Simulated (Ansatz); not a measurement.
Start from Mo in the bcc (W type) structure (space group Im-3m, No. 229; relaxed with 0.1 eV smearing).

```xyz
1
Lattice="-1.5558 1.5558 1.5558 1.5558 -1.5558 1.5558 1.5558 1.5558 -1.5558" Properties=species:S:1:pos:R:3 pbc="T T T"
Mo     0.0000     0.0000     0.0000
```

Cartesian axes are those of the cell as printed.

Calculations: LDA (Ansatz, a quantum-chemistry and plane-wave program; PAW; 420 eV plane waves; without spin-orbit coupling).

Base values:

The band gap is zero. The shortest interatomic distance is 2.695 Å.

The change: the cell is stretched by 0.50 % along z with no lateral relaxation; the atoms relax in the strained cell.

Task: Predict the new stress.

Result: The stress (xx, yy, zz, yz, xz, xy; compression positive) is (-0.9, -0.9, -2.5, 0.0, 0.0, 0.0) GPa.

Task: Predict the new energy relative to the base.

Result: The energy goes up by 0.6 meV/atom.

Task: What happens to the band gap?

Result: The band gap is still zero.

Task: What happens to the shortest interatomic distance?

Result: The shortest interatomic distance grows by 0.004 Å, from 2.695 Å to 2.699 Å.

No phonon test of stability was made. The final runs are not spin-polarised.
